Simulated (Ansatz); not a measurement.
Functionals compared on the (22-41) surface of hcp Re in its 1x1 cell, outermost plane spacing 0.34 Å in the ideal cut, in Ansatz (plane waves, PAW). The structure was relaxed with PBE; the other rows are single points on it. Cutoff 420 eV (500 eV for r2SCAN).

Slab: 31 atoms, 10.3 Å thick at the start (thin: gaps and levels are the slab's own); k 8x4x1, smearing 0.1 eV, dipole-corrected; all atoms relaxed; no symmetry held; no spin, no spin-orbit, no U. These notes are the PBE run's.

```json
[
 {"functional": "PBE", "work function of the top face (eV)": "4.40", "rough cost of the single point": "–"},
 {"functional": "LDA", "work function of the top face (eV)": "4.71", "rough cost of the single point": "about 10 core-minutes (a rough figure)"},
 {"functional": "PBEsol", "work function of the top face (eV)": "[?]", "rough cost of the single point": "around 10 core-minutes (rough)"},
 {"functional": "RPBE", "work function of the top face (eV)": "4.26", "rough cost of the single point": "about 9 core-minutes (a rough figure)"},
 {"functional": "r2SCAN", "work function of the top face (eV)": "4.44", "rough cost of the single point": "very roughly 15 core-minutes"}
]
```

Problem. Fill in the missing entries.

Solution. 
- PBEsol, work function of the top face (eV): 4.50

Ansatz is an electronic-structure program.
